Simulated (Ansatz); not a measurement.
The parent structure is VBiO4 (space group I4_1/a, No. 88; a = 5.1072 Å, c = 11.5758 Å). Axes: x, y, z lie along a, b, c of the conventional cell.

Method: PBEsol, PAW, 420 eV (Ansatz, a program for electronic structure; no spin-orbit coupling).

Base values:

The volume per atom is 12.58 Å³.

Now apply this change: biaxial strain +2.70 %, plane normal [001], relaxed out of plane (Cartesian); in-plane vectors clamped, the third vector and the atoms free.

Task: What does the calculation give for the volume per atom after the change?

Result: The volume per atom goes up by 0.314 Å³, from 12.58 Å³ to 12.90 Å³.

Whether these cells are dynamically stable was not tested. Starting moments died away, wholly or in part, for the base; another magnetic solution may exist. The final runs are not spin-polarised.
